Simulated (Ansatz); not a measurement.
H_O in ferroelectric LiNbO3 (start: the O site; 120-site cell, 2×2×2 Γ-centred sampling). The numbers are results of PBE, PAW (plane waves to 420 eV; Ansatz, a quantum-chemistry and plane-wave program), not measurements. Total energies of the localised charge states, counted from that of charge +1, and their image corrections (point charge with alignment); the host's valence-band maximum lies at 6.930 eV on the cells' energy zero and its gap is 3.53 eV.

```tsv
charge	moment (μB)	E − E(first) (eV)	correction (eV)
+1	not spin-polarised	0.000	-0.031
0	1.0	10.200	0.000
```

Derive the transition levels above the valence-band maximum and say which of them are thermodynamic.

A level is the Fermi energy at which two charges have equal formation energy: ε(q/q′) = [E(q′) + corr(q′) − E(q) − corr(q)] / (q − q′) − E_VBM.
ε(+1/0) = [(10.200 + 0.000) − (0.000 + -0.031)] / 1 − 6.930 = 3.30 eV
Thermodynamic levels at least 0.1 eV inside the gap: (+1/0) at 3.30 eV. They hold to tenths of an eV in this cell. Only the charges listed were compared. At charge −1 the carrier sat in host band states, shallow at most. Flagged in the runs: a host whose relaxation on this sampling wasn't shown to rest, a strain field that reaches the edge of the cell.
